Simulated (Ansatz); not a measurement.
**What isotropic strain −3.00 % does to C**

The reference is C in the diamond structure (space group Fd-3m, No. 227; a = 3.560 Å).

Modification: every lattice vector is shortened by 3.00 %, atoms relaxed at fixed cell.

Computed with Ansatz (a program for electronic structure), r2SCAN, PAW, cutoff 500 eV, no spin-orbit coupling. k-mesh 16×16×16 (Γ-centred); smearing 0.05 eV (Fermi–Dirac).

| quantity | base | changed | shift |
|---|---|---|---|
| volume per atom | 5.64 Å³ | 5.15 Å³ | -0.49 Å³ |
| shortest interatomic distance | 1.542 Å | 1.495 Å | -0.0462 Å |
| energy relative to the base (free energy F) | 0 meV/atom | +70 meV/atom | +70 meV/atom |
| pressure | 0.01 GPa | 48.62 GPa | +48.61 GPa |
| band gap | 4.36 eV | 4.58 eV | +0.22 eV |
| smallest direct gap | 5.90 eV | 6.16 eV | +0.26 eV |
| width of the top valence band | 8.75 eV | 9.59 eV | +0.846 eV |
| electron mass | 1.8 mₑ along k, 0.28 mₑ across (off the special points) | 1.6 mₑ along k, 0.27 mₑ across (off the special points) | – |

Final structure:

```yaml
crystal:
  lattice:
    - [0.00000, 1.72674, 1.72674]
    - [1.72674, 0.00000, 1.72674]
    - [1.72674, 1.72674, 0.00000]
  atoms:
    - { symbol: C, position: [0.00000, 0.00000, 0.00000] }
    - { symbol: C, position: [0.25000, 0.25000, 0.25000] }
```

Masses are band curvatures over ±0.01 Å⁻¹ around the edge. Along k means along the line from Γ to the band edge. Whether these cells are dynamically stable was not tested.
